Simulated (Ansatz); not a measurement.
What pressure −2 GPa does to Lu

The parent structure is Lu in the hcp (Mg type) structure (space group P6_3/mmc, No. 194; a = 3.504 Å, c = 5.452 Å).

Perturbation: a negative pressure, −2 GPa.

Calculations: r2SCAN/PAW in Ansatz (a quantum-chemistry and plane-wave program), spin-orbit coupling left out. Γ-centred 15×15×9 mesh, Fermi–Dirac width 0.05 eV.

```csv
quantity,base,changed,shift
volume per atom,28.99 Å³,30.38 Å³,+1.39 Å³
lattice parameter a,3.504 Å,3.555 Å,+0.051 Å
c/a ratio,1.556,1.562,+0.006
shortest interatomic distance,3.395 Å,3.452 Å,+0.057 Å
band gap,zero,zero,–
```

Final structure:

```
Lu
1.0
    3.55484     0.00000     0.00000
   -1.77742     3.07858     0.00000
    0.00000     0.00000     5.55170
Lu
2
Direct
  0.33333   0.66667   0.75000
  0.66667   0.33333   0.25000
```

Load acts through the strain it causes; cell and atoms are relaxed under it. Whether these cells are dynamically stable was not tested.
